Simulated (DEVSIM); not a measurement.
Structure: GaAs n-i-p diode, at 300 K.

```csv
layer (left to right),material,thickness (μm),Nd (cm⁻³),Na (cm⁻³),τn (s),τp (s)
1,GaAs,0.240,2e17,-,2.8e-8,2.8e-8
2,GaAs,34.0,-,2.6e12,2.8e-8,2.8e-8
3,GaAs,1.50,-,1.9e17,2.8e-8,2.8e-8
```

Left contact: ohmic. Right contact: ohmic. Voltage is applied to the left contact. Recombination: SRH at mid-gap, radiative. Mobility is μmin + (μ − μmin)/(1 + (N/Nref)^α).

Constants are typed, rounded textbook-type inputs, not results; the design itself was drawn at random and stands for no fabricated device. Values at 300 K.

| parameter | GaAs |
|---|---|
| gap (eV) | 1.424 |
| affinity (eV) | 4.07 |
| permittivity | 12.9 |
| Nc (cm⁻³) | 4.7e17 |
| Nv (cm⁻³) | 9e18 |
| μn (cm²/Vs) | 8500 |
| μp (cm²/Vs) | 400 |
| μn,min | 500 |
| μp,min | 20 |
| Nref,n | 6e16 |
| Nref,p | 1.5e17 |
| αn | 0.39 |
| αp | 0.38 |
| B (cm³/s) | 2e-10 |

Simulated with DEVSIM: 1D drift-diffusion, Boltzmann statistics, complete ionisation; no tunnelling, impact ionisation, image-force lowering or self-heating.

The thickness of layer 3 was swept, all else fixed.

| thickness of layer 3 (μm) | dark forward voltage at 100 A/cm² (V) |
|---|---|
| 0.3 | 1.263 |
| 0.52 | 1.254 |
| 0.9 | 1.248 |
| 1.5 | 1.245 |
| 2.5 | 1.243 |
| 4.5 | 1.245 |
| 7.5 | 1.248 |

From the first row to the last the dark forward voltage at 100 A/cm² goes from 1.263 to 1.248.
